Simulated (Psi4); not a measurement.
Psi4 1.11, TPSS/def2-svpd: W(NH)(NMe)(Cl)2 (C[N]=[W](=[NH])([Cl])[Cl]), 10 atoms. The geometry is a generated start, not checked to be a minimum at this level.

```yaml
task: energy
method: tpss
basis: def2-svpd
memory: 3 GB
maxiter: 100
keys_of_the_molecule_block: symmetry c1
scf_type: df (default)
guess: auto, which took SAD (default)
scf_initial_accelerator: adiis (default)
e_convergence: 1e-06 (default)
d_convergence: 1e-06 (default)
dft_radial_points: 75 (default)
dft_spherical_points: 302 (default)
effective_core_potentials: those of the basis set, past Kr
basis_functions: 181
grid_points: 215466
```

```xyz
10

W     -0.7258     0.4361     1.0161
N     -2.0534    -0.7154     0.7519
H     -2.6825    -1.4465     0.4211
N      0.5757     0.2319    -0.1846
C      1.3922    -0.1934    -1.2540
H      1.8544    -1.1590    -1.0141
H      0.7932    -0.3167    -2.1667
H      2.1918     0.5319    -1.4543
Cl    -1.4855     2.5165     0.8484
Cl     0.1399     0.1147     3.0361
```

Charge 0 and multiplicity 1 are set for this test and not shown to be the ground state.

One run each on 2 threads. Values of diis_max_vecs tried: 3, 6, 10 (default), 20.

**Question.** Predict the course of the SCF iterations along this series.

**Answer.** Fewest SCF iterations, within one of each other: 6 with 13, 10 (default) with 12, 20 with 12. The count rises to 62 at 3. All converge to one solution.

| diis_max_vecs | SCF iterations | end |
|---|---|---|
| 3 | 62 | same solution |
| 6 | 13 | same solution |
| 10 (default) | 12 | same solution |
| 20 | 12 | same solution |
